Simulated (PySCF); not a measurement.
PySCF 2.14.0, PBE/def2-svp, df: Mg(Et)(tBu) (C[CH2][Mg][C](C)(C)C), 21 atoms. The geometry is a generated start, not checked to be a minimum at this level.

```yaml
task: energy
method: pbe
basis: def2-svp
two_electron_scheme: density fitting
mol.max_memory: 3000 MB
mf.max_cycle: 100
mf.conv_tol: 1e-09 (default)
mf.grids.level: 3 (default)
basis_functions: 172
grid_points: 240600
```

```xyz
21

Mg     0.0857    -0.3420    -0.8171
C     -0.2332    -0.4496    -2.9636
C     -1.4141     0.4487    -3.3378
H     -0.4575    -1.4691    -3.2986
H      0.6433    -0.1244    -3.5365
H     -1.2174     1.4920    -3.0750
H     -2.3265     0.1354    -2.8236
H     -1.6116     0.4150    -4.4164
C      0.4086    -0.0586     1.2871
C     -0.9151     0.1423     2.0256
C      1.0816    -1.3193     1.8325
C      1.3141     1.1379     1.5767
H     -0.7478     0.2389     3.1056
H     -1.5860    -0.7070     1.8655
H     -1.4214     1.0492     1.6835
H      0.4546    -2.1995     1.6677
H      2.0461    -1.4878     1.3460
H      1.2617    -1.2324     2.9127
H      2.2822     1.0250     1.0816
H      0.8564     2.0674     1.2291
H      1.4963     1.2379     2.6551
```

With the defaults (mf.DIIS = CDIIS, mf.diis = true, mf.init_guess = minao, mf.level_shift = 0, mf.diis_space = 8, mf.damp = 0, mf.diis_start_cycle = 1) it converges in 13 Fock builds. One run each on 2 threads, 1 BLAS thread, with these changes:
- mf.init_guess = atom
- mf.level_shift = 0.3 Hartree
- mf.init_guess = 1e
- mf.DIIS = EDIIS
- mf.level_shift = 0.1 Hartree
- mf.diis_space = 20
- mf.init_guess = sap
- mf.diis = false
- mf.diis = false, mf.damp = 0.7, mf.diis_start_cycle = 999

**Question.** Which runs fail or end elsewhere than the default run?

**Answer.** No convergence: mf.DIIS = EDIIS; mf.diis = false (the run ends without SCF convergence in 100 cycles). The rest reach the solution of the defaults.

```
setting                                                    Fock builds             end
---------------------------------------------------------  -----------  --------------
the defaults                                                        13   same solution
mf.level_shift = 0.1 Hartree                                        13   same solution
mf.diis_space = 20                                                  13   same solution
mf.init_guess = atom                                                14   same solution
mf.init_guess = sap                                                 19   same solution
mf.init_guess = 1e                                                  20   same solution
mf.level_shift = 0.3 Hartree                                        22   same solution
mf.diis = false, mf.damp = 0.7, mf.diis_start_cycle = 999           25   same solution
mf.DIIS = EDIIS                                                    101  no convergence
mf.diis = false                                                    101  no convergence
```
